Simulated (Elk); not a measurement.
Band structure of MgCo₂O₄ (P-3m1, 7 atoms in the cell).

```yaml
crystal:
  lattice:
    - [3.01590, 0.00000, 0.00000]
    - [-1.50795, 2.61185, 0.00000]
    - [0.00000, 0.00000, 9.88090]
  atoms:
    - { symbol: Mg, position: [0.00000, 0.00000, 0.50000] }
    - { symbol: Co, position: [0.00000, 0.00000, 0.23237], spin: 3.0 }
    - { symbol: Co, position: [0.00000, 0.00000, 0.76763], spin: 3.0 }
    - { symbol: O, position: [0.33333, 0.66667, 0.62461] }
    - { symbol: O, position: [0.66667, 0.33333, 0.37539] }
    - { symbol: O, position: [0.33333, 0.66667, 0.15174] }
    - { symbol: O, position: [0.66667, 0.33333, 0.84826] }
```
(The spins are starting values, not results.)

Level of theory: PBEsol, all-electron FP-LAPW, Elk's shipped species files, default APW+lo basis (Elk 10.2.4).

Settings: xctype = 22; spinpol = true; stype = 0; swidth = 0.00499791 Ha; ngridk = 8 8 2; reducebf = 0.7; nempty = 8 per atom; maxscl = 100.

The starting cell comes from a database of computed structures (which also holds hypothetical and non-ambient phases and stackings), without a prior relaxation at this level. The starting moments vanished: the run ended non-magnetic, which need not be the lowest state. Values depend on the basis (sphere radii, cutoffs, local orbitals), which need not be converged.

Levels in eV from the Fermi level, bands 29 to 36 of the first spin channel:
```
point     29     30     31     32    33    34    35    36
-----  -----  -----  -----  -----  ----  ----  ----  ----
Γ      -1.27  -1.27  -0.35  -0.14  1.29  1.29  1.35  1.35
M      -0.89  -0.87  -0.61  -0.54  0.13  0.24  0.80  0.90
K      -0.97  -0.88  -0.46  -0.46  0.08  0.08  0.77  0.77
A      -1.27  -1.27  -0.29  -0.24  1.31  1.31  1.34  1.34
L      -0.90  -0.86  -0.62  -0.54  0.12  0.26  0.82  0.89
H      -0.93  -0.92  -0.47  -0.47  0.09  0.09  0.75  0.75
```

No band crosses the Fermi level by more than 0.03 eV along this path.

The net moment of the cell came out as 0.00 μB.
